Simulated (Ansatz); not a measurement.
Results of PBE (Ansatz, a quantum-chemistry and plane-wave program, PAW) for fluorite PbF2 (high-temperature phase).

Numerical settings: plane-wave cutoff 520 eV, 10×10×10 k mesh, Fermi–Dirac smearing 0.01 eV, scalar-relativistic PAW data made under PBE.

Properties against volume:

```tsv
V (Å³/atom)	P (GPa)	direct gap at Γ (eV)	smallest gap on the k mesh (eV)
16.929	4.77	8.945	4.424
17.290	2.99	8.791	4.428
17.650	1.41	8.640	4.430
18.010	0.00	8.493	4.429
18.370	-1.26	8.350	4.417
18.730	-2.38	8.210	4.400
19.091	-3.38	8.074	4.381
```

The fundamental gap (4.42 eV at the equilibrium volume, with added k points) lies elsewhere than Γ–Γ.

Spin–orbit coupling is not included; with these elements it can move the gap by several tenths of an eV or more.
